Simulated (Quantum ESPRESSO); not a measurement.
Quantum ESPRESSO 7.5, DFT, PBE, plane waves, SSSP 1.1.2 efficiency PBE: rock-salt MnO (type II order), antiferromagnetic, atoms displaced (Mn4O4), 8 atoms, spin-polarised from an antiferromagnetic start (nspin = 2, starting_magnetization ±0.5 on Mn). Basis and mesh were picked for this test and aren't claimed converged.

```
Item                                                               Result
---------------------------------  --------------------------------------
cell                               10.89, 5.44, 5.44 Å; 33.6, 33.6, 33.6°
distance to the nearest atom                               2.17 to 2.19 Å
task                                                                  scf
k mesh                                                              3×5×5
ecutwfc                                                             45 Ry
ecutrho                                                            360 Ry
occupations                                                      smearing
smearing                                                         gaussian
degauss                                                          0.005 Ry
conv_thr                                                         8e-09 Ry
tprnfor                                                              true
tstress                                                             false
k-point pools (-nk)                                                     8
diagonalization                                           david (default)
mixing_ndim                                                   8 (default)
k-points computed (for each spin)                                      38
bands                                                                  50
electrons                                                              84
G-vectors of the density                                            68221
FFT grid                                                        125×64×64
```

Settings of this run: mixing_mode = plain, mixing_beta = 0.1; 8 ranks.

```tsv
SCF iteration	band solver's avg # of iterations (first pass)	estimated scf accuracy (Ry)
1	2.7	3.28579442
2	1.0	1.85812016
3	3.9	0.40983463
4	5.5	0.21927459
5	4.9	0.03463957
6	8.1	0.08524790
7	1.0	0.08672957
8	1.1	0.08154763
9	1.0	0.08763805
10	1.5	0.06814899
11	1.0	0.09116869
12	2.0	0.02300760
13	1.0	0.04259069
14	1.0	0.06356298
15	2.0	0.02628154
16	3.8	0.00163874
17	6.7	0.00259969
18	1.2	0.00396452
19	1.0	0.00364095
20	1.0	0.00327025
21	1.0	0.00316331
22	1.0	0.00497356
23	1.0	0.00407833
24	1.0	0.00319491
25	1.0	0.00233618
26	3.8	0.00001029
27	5.3	0.00002823
28	2.0	0.00001123
29	4.3	0.00002180
30	4.0	0.00000374
31	4.1	0.00000836
32	4.0	0.00000132
33	2.0	0.00000014
34	4.1	0.00000002
35	3.9	0.00000010
36	3.9	7.8E-09
```

It converged after 36 SCF iterations.

The cycle is slow. Which setting should be changed?

Several could match; the one computed here: mixing_beta = 0.4 (13 SCF iterations) or mixing_beta = 0.7 (default) (16 SCF iterations), all else kept. The other changes of this size gave: mixing_beta = 0.2 (17); mixing_beta = 1 (18); mixing_mode = TF (32). The first change moves the result by: energy equal as printed, forces (largest component) 0.18 meV/Å, absolute magnetization equal as printed. Counts are of single runs.
